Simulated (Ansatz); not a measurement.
Take ZrSi2 (space group Cmcm, No. 63) as the base.

```yaml
crystal:
  lattice:
    - [1.84434, -7.42919, 0.00000]
    - [1.84434, 7.42919, 0.00000]
    - [0.00000, 0.00000, 3.66679]
  atoms:
    - { symbol: Si, position: [0.94827, 0.05173, 0.75000] }
    - { symbol: Si, position: [0.05173, 0.94827, 0.25000] }
    - { symbol: Si, position: [0.24981, 0.75019, 0.75000] }
    - { symbol: Si, position: [0.75019, 0.24981, 0.25000] }
    - { symbol: Zr, position: [0.60584, 0.39416, 0.75000] }
    - { symbol: Zr, position: [0.39416, 0.60584, 0.25000] }
```

Cartesian axes are those of the cell as printed.

Level of theory: r2SCAN, PAW, 500 eV (Ansatz, a program for electronic structure; no spin-orbit coupling).

Before the change:

The pressure is 0.0 GPa.

One thing is altered: the symmetric strain tensor [-0.0140 0.0027 -0.0121; 0.0027 -0.0116 -0.0027; -0.0121 -0.0027 -0.0115]; the atoms relax in the strained cell.

Estimate the effect on the energy relative to the base and pressure.

The energy increases by 15 meV/atom; the pressure (mean of the normal stresses, compression positive) goes from zero to 5.5 GPa.

Without a gap, meshes like the base's 13×13×13 leave anisotropic stresses uncertain by several tenths of a GPa, and small strain energies with them. No phonon test of stability was made. All final runs are without spin polarisation.
